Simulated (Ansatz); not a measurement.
This concerns the energy of the reaction as written. Reaction: cell A + cell B → 24 SiO2 (quartz) + 64 Ge (diamond). The sign is products less reactants.

Cell A: a supercell of 72 sites of SiO2 (quartz, P3₂21) with Ge on a Si site (4 O at 1.75 Å); spin state with PBE: run without spin, k-point mesh 3×3×2.
```xyz
72
Lattice="10.0438 0.0000 0.0000 -5.0219 8.6982 0.0000 0.0000 0.0000 11.0201" Properties=species:S:1:pos:R:3 pbc="T T T"
Si    -1.1845     2.0803     1.8480
Si     1.3245     2.2939     0.0000
Si    -2.6472     8.6965     3.6377
O     -1.0705     3.2359     2.9947
O      0.2515     1.8248     1.1317
O      0.7645     3.8386     4.8818
O      3.3497     0.6620     2.5136
O      1.3467     1.1229     4.2211
O      2.7613     2.5606     0.7155
Si     8.8551     2.0557     7.3824
Ge     1.3338     2.3101     5.5100
Si     2.3940     0.0143     9.1720
O     -1.1014     3.2319     8.5065
O      0.2993     1.7277     6.7990
O      0.8370     3.6715    10.3046
O      3.3377     0.6908     8.0254
O      1.4547     1.1301     9.8884
O      2.9422     2.5813     6.1383
Si     6.3328     6.3830     1.8282
Si    -1.2050     6.6328    11.0054
Si    -0.1683     4.4087     3.6693
O     -3.5623     7.5400     2.9603
O     -2.2808     6.1275     1.0990
O     -1.7379     8.0724     4.8411
O      0.7876     5.0550     2.5208
O     -1.1407     5.5494     4.3083
O      0.2284     6.9182     0.6967
Si    -3.7180     6.4277     7.3544
Si    -1.2358     6.6657     5.4955
Si    -0.1254     4.3482     9.1770
O     -3.5857     7.5977     8.4783
O     -2.2878     6.1586     6.6297
O     -1.6873     8.0174    10.3049
O      0.8011     5.0243     8.0191
O     -1.0648     5.4757     9.8710
O      0.2123     6.9040     6.1972
Si     3.8285     2.0655     1.8431
Si     6.3468     2.2727     0.0146
Si     7.4257    -0.0061     3.6657
O      3.9507     3.2058     3.0010
O      5.2746     1.8156     1.1491
O      5.8730     3.6358     4.8228
O      8.3728     0.6935     2.5418
O      6.4775     1.0980     4.3904
O      7.7870     2.5473     0.7152
Si     3.9024     2.0585     7.3508
Si     6.3907     2.2625     5.5246
Si     2.3615     8.6758     9.1919
O      3.9840     3.2095     8.4993
O      5.3764     1.7867     6.7118
O      5.8773     3.6568    10.3234
O      8.3111     0.6849     8.0597
O      6.4471     1.0885     9.9211
O      7.8600     2.5310     6.1790
Si     1.2966     6.4317     1.8238
Si     3.8126     6.6034    11.0201
Si     4.9172     4.3185     3.6919
O      1.4393     7.5946     2.9536
O      2.7322     6.1359     1.1237
O      3.3501     7.9852     4.7831
O      5.8511     5.0019     2.5419
O      3.9684     5.4349     4.3944
O      5.2467     6.8698     0.7164
Si     1.2815     6.4176     7.3282
Si     3.8163     6.6099     5.5100
Si     4.9219     4.3386     9.1963
O      1.4063     7.5681     8.4782
O      2.7227     6.1541     6.6257
O      3.3262     7.9786    10.3037
O      5.8576     5.0437     8.0665
O      3.9479     5.4341     9.8964
O      5.2405     6.8938     6.2370
```

Cell B: a supercell of 64 sites of Ge (diamond, Fd-3m) with Si on a Ge site (4 Ge at 2.45 Å); spin state with PBE: run without spin, k-point mesh 2×2×2.
```
CELL_PARAMETERS angstrom
     11.52260     0.00000     0.00000
      0.00000    11.52260     0.00000
      0.00000     0.00000    11.52260
ATOMIC_POSITIONS crystal
  Ge 0.25231 0.25231 0.25231
  Si 0.37500 0.37500 0.37500
  Ge 0.00036 0.00036 0.24997
  Ge 0.12567 0.12567 0.37510
  Ge 0.00036 0.24997 0.00036
  Ge 0.12567 0.37510 0.12567
  Ge 0.24997 0.00036 0.00036
  Ge 0.37510 0.12567 0.12567
  Ge 0.24998 0.24998 0.75000
  Ge 0.37500 0.37500 0.87500
  Ge 0.99994 0.99994 0.75006
  Ge 0.12498 0.12498 0.87494
  Ge 0.00000 0.24998 0.50002
  Ge 0.12567 0.37490 0.62433
  Ge 0.24998 0.00000 0.50002
  Ge 0.37490 0.12567 0.62433
  Ge 0.24998 0.75000 0.24998
  Ge 0.37500 0.87500 0.37500
  Ge 0.00000 0.50002 0.24998
  Ge 0.12567 0.62433 0.37490
  Ge 0.99994 0.75006 0.99994
  Ge 0.12498 0.87494 0.12498
  Ge 0.24998 0.50002 0.00000
  Ge 0.37490 0.62433 0.12567
  Ge 0.24997 0.74964 0.74964
  Ge 0.37500 0.87500 0.87500
  Ge 0.00036 0.50003 0.74964
  Ge 0.12498 0.62502 0.87506
  Ge 0.00036 0.74964 0.50003
  Ge 0.12498 0.87506 0.62502
  Ge 0.25231 0.49769 0.49769
  Ge 0.37510 0.62433 0.62433
  Ge 0.75000 0.24998 0.24998
  Ge 0.87500 0.37500 0.37500
  Ge 0.50002 0.00000 0.24998
  Ge 0.62433 0.12567 0.37490
  Ge 0.50002 0.24998 0.00000
  Ge 0.62433 0.37490 0.12567
  Ge 0.75006 0.99994 0.99994
  Ge 0.87494 0.12498 0.12498
  Ge 0.74964 0.24997 0.74964
  Ge 0.87500 0.37500 0.87500
  Ge 0.50003 0.00036 0.74964
  Ge 0.62502 0.12498 0.87506
  Ge 0.49769 0.25231 0.49769
  Ge 0.62433 0.37510 0.62433
  Ge 0.74964 0.00036 0.50003
  Ge 0.87506 0.12498 0.62502
  Ge 0.74964 0.74964 0.24997
  Ge 0.87500 0.87500 0.37500
  Ge 0.49769 0.49769 0.25231
  Ge 0.62433 0.62433 0.37510
  Ge 0.50003 0.74964 0.00036
  Ge 0.62502 0.87506 0.12498
  Ge 0.74964 0.50003 0.00036
  Ge 0.87506 0.62502 0.12498
  Ge 0.75006 0.75006 0.75006
  Ge 0.87500 0.87500 0.87500
  Ge 0.50002 0.50002 0.75000
  Ge 0.62502 0.62502 0.87494
  Ge 0.50002 0.75000 0.50002
  Ge 0.62502 0.87494 0.62502
  Ge 0.75000 0.50002 0.50002
  Ge 0.87494 0.62502 0.62502
```

Reference: SiO2 (quartz, P3₂21), 72 atoms in the cell, the relaxed perfect crystal repeated, atoms not moved again, k-point mesh 3×3×2 on the run's own vectors.

Reference: Ge (diamond, Fd-3m), 64 atoms in the cell, the relaxed perfect crystal repeated, atoms not moved again, k-point mesh 2×2×2 on the run's own vectors.

Computed with Ansatz (plane waves, PAW), its default PAW set, cutoff 420 eV, 500 eV for r2SCAN. The structures are at rest with PBE, within the held lattices; other levels are single points on them. Neutral cells; Fermi-Dirac smearing of at most 0.05 eV in the solids, energies taken to zero width. The lattices are those relaxed with PBE, so at other levels the solids can be strained, which adds to the spread. Larger cells are relaxed from a start prepared with the learned potential CHGNet, on a coarser mesh till forces fall under 0.03 eV/Å, which some starts already meet. A dispersion term (D3(BJ), or D4 for r2SCAN) was computed beside these levels and is taken off wherever the name lacks it. The PAW files were made for PBE and serve at the other functionals too. Space groups of crystals are read within 0.01 Å. Nuclei at rest; no vibrational terms. The structures are the rest points that the relaxations reached, not proven lowest. Values are for these cell sizes. Cell A has symmetry C2 within 0.02 Å and got no random move, so less symmetric positions, which may lie lower, weren't tried. Cell B has symmetry P-43m within 0.02 Å and got no random move, so less symmetric positions, which may lie lower, weren't tried.

Question: Give the value at the level r2SCAN.

Answer: -4.01 eV, for cell A + cell B → 24 SiO2 (quartz) + 64 Ge (diamond).

Question: What do the other levels give, and how wide is the spread?

Answer: 
```tsv
Functional	value (eV)	less r2SCAN
PBE	-3.79	0.22
```

The levels shown span 0.22 eV, from r2SCAN (-4.01) to PBE (-3.79).

Ansatz is a first-principles code.
